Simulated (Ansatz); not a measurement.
Cu3N: response to strain

The reference is Cu3N (space group Pm-3m, No. 221; a = 3.765 Å).

Strains are applied to the cell and any free atomic positions relax.

Method: PBEsol (Ansatz, a first-principles code, PAW, no spin-orbit coupling).

Notes on the quantities. energy relative to the base: free energy F.

| isotropic strain (%) | energy relative to the base (meV/atom) |
|---|---|
| 0 | 0.0 |
| 0.6 | 1.8 |
| 1.2 | 6.9 |
| 1.8 | 15.3 |
| 2.4 | ? |
| 3 | 40.6 |

Task: Fit ΔE = Aε² + Bε³ (ε in %) to the rows shown and predict the withheld row.

Result: Least squares on the printed values gives A = 5.02 and B = -0.17 meV/atom (largest residual 0.0 meV/atom); this predicts 26.6 meV/atom, and the run gives 26.6 meV/atom, in agreement.

Whether these cells are dynamically stable was not tested. The final runs are not spin-polarised.
